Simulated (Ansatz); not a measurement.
The reference is TiAl (space group P4/mmm, No. 123; a = 2.766 Å, c = 4.002 Å; relaxed with 0.1 eV smearing). Axes: x, y, z lie along a, b, c of the conventional cell.

Computed with Kohn–Sham DFT with the LDA functional, run in Ansatz (a program for electronic structure) with PAW and 420 eV plane waves, no SOC.

Strains are applied to the cell and any free atomic positions relax.

One change was made to it. Results:

The pressure (mean of the normal stresses, compression positive) goes from zero to 4.2 GPa; the energy rises by 9.8 meV/atom.

### Question
Which of these changes matches the shifts?
A. uniaxial strain ε_xx = −1.50 %
B. uniaxial strain ε_xx = −2.00 %
C. uniaxial strain ε_xx = +2.00 %
D. uniaxial strain ε_xx = −1.00 %
E. uniaxial strain ε_xx = −3.00 %

### Answer
E, uniaxial strain ε_xx = −3.00 %. For comparison, the energy relative to the base in the other runs: uniaxial strain ε_xx = −1.50 % gives +2.4 meV/atom; uniaxial strain ε_xx = −1.00 % gives +1.0 meV/atom; uniaxial strain ε_xx = +2.00 % gives +3.9 meV/atom; uniaxial strain ε_xx = −2.00 % gives +4.3 meV/atom.

No phonon test of stability was made. The final runs are not spin-polarised.
